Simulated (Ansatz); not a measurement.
Consider the following.

```
CELL_PARAMETERS angstrom
      0.00000     2.17840     2.17840
      2.17840     0.00000     2.17840
      2.17840     2.17840     0.00000
ATOMIC_POSITIONS crystal
  Si 0.25000 0.25000 0.25000
  C  0.00000 0.00000 0.00000
```

Method: PBEsol, rigid bands (plane waves, PAW, scalar-relativistic; Ansatz, a first-principles code). Cell: cell and atoms relaxed with PBEsol.

Q: What conductivity effective mass do dilute holes have at 300 K?

A: 0.68 mₑ.

Q: What conductivity effective mass do dilute electrons have at 300 K?

A: 0.30 mₑ.

Q: And the band gap?

A: 1.24 eV at this level; semilocal functionals usually fall short of the measured gap.

Rigid bands, one relaxation time for all states, no polarons. Spin-orbit coupling is left out; where it splits the top of the valence band it changes the hole mass and lowers the gap by about a third of the splitting.
